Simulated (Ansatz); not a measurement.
Functionals compared on the (32-50) surface of hcp Sc in its 1x1 cell, outermost plane spacing 0.22 Å in the ideal cut, in Ansatz (plane waves, PAW). The structure was relaxed with PBE; the other rows are single points on it. Cutoff 420 eV (500 eV for r2SCAN).

Slab: 32 atoms, 10.1 Å thick at the start (thin: gaps and levels are the slab's own); k 7x3x1, smearing 0.1 eV, dipole-corrected; all atoms relaxed; start symmetry kept, larger cells not searched; no spin, no spin-orbit, no U. These notes are the PBE run's.

| functional | work function of the top face (eV) | rough cost of the single point |
|---|---|---|
| PBE | 3.16 | – |
| LDA | 3.32 | about 3.0 core-minutes (a rough figure) |
| PBEsol | 3.20 | roughly 3 core-minutes |
| RPBE | 3.07 | about 3 core-minutes (a rough figure) |
| r2SCAN | 3.22 | around 6 core-minutes (rough) |

Ansatz is a quantum-chemistry and plane-wave program.
